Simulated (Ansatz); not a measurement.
A periodic model of amorphous Si$_{24}$O$_{49}$Be:

```xyz
74
Lattice="10.3393 0.0000 0.0000 0.0000 10.3393 0.0000 0.0000 0.0000 10.3393" Properties=species:S:1:pos:R:3 pbc="T T T"
Si     2.4608     7.3026     4.9905
Si     9.0300     6.8264     1.4436
Si     8.3452     1.4491     5.9371
Si     5.0116     8.9092     5.5889
Si     1.2169     3.1672     9.1760
Si     7.6270     4.5114     6.5195
Si     6.6409     3.2650     0.4406
Si     3.9768     4.1809     0.1236
Si     5.2202     3.5436     2.7810
Si     9.6111     5.7759     8.8168
Si     6.7965     0.4834     9.9364
Si     5.4169     8.9911     8.4460
Si     4.1300     7.2800     0.4677
Si     1.6262     7.1061     2.1784
Si     1.8344     4.7492     3.9599
Si     9.0921     1.9343     0.1725
Si     9.2238     4.7685     3.8643
Si     0.9800     0.9922     6.8914
Si     4.8241     0.5357     3.4656
Si     2.0194     1.5189     4.0598
Si     7.6280     8.8794     6.6287
Si     0.2861     8.2795     7.1415
Si     6.4587     8.6032     1.7019
Si     9.3882     1.6772     3.1798
O      8.5096     5.2024     7.7295
O      2.7080     3.4762     9.7434
O      6.5683     8.3644     5.4695
O      8.8799     6.1999    10.2529
O      0.5768     1.1516     3.4002
O      7.9170     7.9142     2.0011
O      0.3041     2.2771    10.2153
O      4.9595     0.0858     5.0203
O      8.3413     1.1281     4.3145
O      1.8719     5.4774     2.4608
O      5.4542     2.0137     3.3001
O      5.4162     7.3608     1.4761
O      6.8141     9.3914     0.3378
O      0.3384     5.0098     4.5586
O      6.9187     8.3804     8.0422
O      8.3473     0.8582     9.5007
O      3.9721     7.9013     4.8616
O      1.6597     7.7956     3.6581
O      4.5002     8.2190     9.5373
O      4.4913     8.9514     7.1200
O      5.0059     4.5360     4.0062
O      0.0325     7.1645     8.3189
O      9.1546     8.3580     6.3804
O      5.6799     0.2426     8.7765
O      6.0693     4.9644     6.5969
O      8.2058     3.3244    10.3106
O      2.0204     0.9819     5.6171
O      0.7515     9.8237     7.5472
O      0.4247     4.5893     8.9295
O      6.5619     3.9450     1.9202
O      5.4711     3.8772     9.8085
O      1.5327     7.7329     6.2424
O      2.7377     5.6687     4.9958
O      7.6905     2.8553     6.4535
O      2.7792     7.7707     1.2367
O      9.9028     1.5476     6.3513
O      8.9508     5.6764     2.5717
O      5.6622     9.7056     2.6453
O      9.2989     3.2766     3.2645
O      3.1949     0.7314     3.2162
O      8.1481     5.0263     5.0434
O      8.9646     1.2617     1.6626
O      4.0000     3.6461     1.6761
O      7.6230     0.1774     6.6374
O      1.4921     2.1518     7.9213
O      3.8080     5.7820    10.3058
O      0.2002     7.4567     1.4869
O      2.2388     3.1669     3.9977
O      6.2614     1.6693     0.5661
Be     5.2912     4.9047     5.3670
```

Level of theory: PBE, scalar-relativistic without spin-orbit coupling (plane waves to 420 eV, PAW; Ansatz, a first-principles code).

Preparation: random packing, a CHGNet melt and quench, and a DFT relaxation. O atoms were pushed apart under 1.9 Å during the dynamics, to hinder bonds among them. The hot cell started wider than the set density and was brought back towards it in steps. It is the lowest in DFT energy of 2 quenches. It is a model cell: composition and starting density were chosen by hand, and all elements were melted together. No dispersion term was used. Its density started from a set value of 2.20 and ended at 2.20 g/cm³. The simulated quench (nominally 400 K/ps over its main leg) is rapid and tends to freeze in more defects than a deposited or slowly cooled glass has. A cell of this size samples the disorder only roughly. The volume was held where the preparation left it, at a PBE pressure of -0.3 GPa (tension). Stress components on the final sampling reach 1.3 GPa.

Cut-offs for bonds: Si-Si 2.60 Å, Si-O 1.90 Å, Si-Be 2.28 Å, O-O 1.58 Å, O-Be 1.94 Å, Be-Be 2.11 Å. Two cations that share two anions don't count as bonded, nor two that share one unless they lie closer than Si-Si 2.38 Å, Si-Be 2.21 Å, Be-Be 2.05 Å.

**Question.** Give the coordination numbers, mean bond lengths and angles.

**Answer.** 
```json
{
 "Mean coordination of Si by anions": "4.00 (24 with 4)",
 "Mean coordination of O": "2.00 (49 with 2)",
 "Mean coordination of Be by anions": "2.00 (1 with 2)",
 "Mean Si-O bond": "1.637 Å (spread 0.017 Å, 96 counted)",
 "Mean O-Be bond": "1.448 Å (spread 0.009 Å, 2 counted)",
 "Bond angle at Si": "mean 109.4°, spread 4.9°",
 "Bond angle at O": "mean 139.6°, spread 16.3°"
}
```

**Question.** List the pairs of like atoms that count as bonded by the rules above.

**Answer.** There are none by these rules.

**Question.** What Bader charges do the atoms carry, from a run on the zone centre alone?

**Answer.** Means (range): Si +3.28 e (+3.26 to +3.30), O -1.64 e (-1.67 to -1.63), Be +1.73 e (+1.73 to +1.73).
```tsv
atom	charge (e)
Si1	+3.28
Si2	+3.29
Si3	+3.29
Si4	+3.28
Si5	+3.29
Si6	+3.28
Si7	+3.26
Si8	+3.29
Si9	+3.28
Si10	+3.28
Si11	+3.27
Si12	+3.27
Si13	+3.30
Si14	+3.27
Si15	+3.27
Si16	+3.27
Si17	+3.30
Si18	+3.29
Si19	+3.28
Si20	+3.28
Si21	+3.27
Si22	+3.28
Si23	+3.29
Si24	+3.29
O25	-1.64
O26	-1.64
O27	-1.64
O28	-1.63
O29	-1.64
O30	-1.63
O31	-1.64
O32	-1.64
O33	-1.64
O34	-1.64
O35	-1.65
O36	-1.64
O37	-1.65
O38	-1.65
O39	-1.63
O40	-1.63
O41	-1.65
O42	-1.64
O43	-1.65
O44	-1.64
O45	-1.66
O46	-1.63
O47	-1.64
O48	-1.63
O49	-1.65
O50	-1.64
O51	-1.64
O52	-1.63
O53	-1.64
O54	-1.64
O55	-1.63
O56	-1.64
O57	-1.64
O58	-1.64
O59	-1.64
O60	-1.66
O61	-1.65
O62	-1.64
O63	-1.67
O64	-1.63
O65	-1.65
O66	-1.64
O67	-1.64
O68	-1.64
O69	-1.64
O70	-1.65
O71	-1.64
O72	-1.65
O73	-1.65
Be74	+1.73
```
